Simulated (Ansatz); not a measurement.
Base system: ZnCu₂SnS₄ (space group I-4, No. 82; a = 5.3737 Å, c = 10.7540 Å).

Level of theory: PBEsol in Ansatz (plane waves to 420 eV, PAW, no SOC).

Base values:

The density is 4.70 g/cm³.

One thing is altered: cell and atoms relaxed at a pressure of 3 GPa.

Problem. How does this affect the density?

Solution. The density rises by 0.17 g/cm³ to 4.87 g/cm³.

Load acts through the strain it causes; cell and atoms are relaxed under it. Whether these cells are dynamically stable was not tested. All final runs are without spin polarisation.

Ansatz is a quantum-chemistry and plane-wave program.
